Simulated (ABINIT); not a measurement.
Band structure of YN (Fm-3m, 2 atoms in the cell).

```
YN
1.0
    0.00000     2.49170     2.49170
    2.49170     0.00000     2.49170
    2.49170     2.49170     0.00000
Y N
1 1
Direct
  0.00000   0.00000   0.00000
  0.50000   0.50000   0.50000
```

Level of theory: PBE, norm-conserving pseudopotentials (PseudoDojo nc-sr-05 PBE standard) (plane waves; ABINIT).

Settings: pseudos = [Y.upf, N.upf]; ecut = 42 Ha; ixc = 11; occopt = 7; tsmear = 0.272 eV; ngkpt = 6 6 6; nshiftk = 1; shiftk = 0 0 0; potentials = PseudoDojo nc-sr-05 PBE standard; kptopt = 1; nstep = 50; tolvrs1 = 1e-11; ndtset = 2.

The starting cell comes from a database of computed structures (which also holds hypothetical and non-ambient phases and stackings), without a prior relaxation at this level. Its lattice was rescaled by a random factor within 2.5 % of one.

Levels in eV from the Fermi level, bands 5 to 12:
```tsv
point	5	6	7	8	9	10	11	12
Γ	-12.88	-0.15	-0.15	-0.15	2.90	2.90	2.90	3.51
X	-12.45	-1.75	-0.58	-0.58	0.14	6.35	6.51	7.30
W	-12.05	-2.19	-1.72	-1.72	3.71	3.71	6.64	7.31
K	-12.07	-2.28	-1.80	-1.41	2.25	5.81	6.52	7.02
L	-11.37	-4.06	-2.25	-2.25	5.25	5.88	5.88	6.23
U	-12.07	-2.28	-1.80	-1.41	2.25	5.81	6.52	7.02
```

No band crosses the Fermi level by more than 0.03 eV along this path.
